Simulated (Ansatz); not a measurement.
The starting structures come from a database of crystals and need not be the phases stable at ambient conditions.

Tunnelling through a barrier is set by its complex band structure: the current falls as exp(−2κd) with the smallest κ.

Input:

```
AgBaYTe3
1.0
    4.53923     0.00000     0.00000
   -2.26961     7.59495     0.00000
    0.00000     0.00000    11.53465
Ba Y Ag Te
2 2 2 6
Cartesian
  2.26961   3.89211   8.65099
  0.00000   3.70284   2.88366
  0.00000   0.00000   5.76732
  0.00000   0.00000   0.00000
  0.00000   7.11935   8.65099
  2.26961   0.47560   2.88366
  2.26961   2.09788   5.18229
  0.00000   5.49707   6.35236
  0.00000   5.49707  10.94961
  2.26961   2.09788   0.58504
  0.00000   1.21671   8.65099
  2.26962   6.37823   2.88366
```

Space group of this cell: Cmcm. The cell is taken as given; by r2SCAN its mean pressure is -0.6 GPa.

Transport runs along the normal of the first two printed cell vectors.

No gap correction and no spin-orbit coupling; mid-gap values are interpolated between computed energies.

Problem. Compute, with Ansatz (a first-principles code) with r2SCAN, the band gap and the smallest decay constant κ at mid-gap.

Solution. Gap 1.11 eV on a 8×8×4 mesh; κ = 0.139 1/Å, at the zone centre.
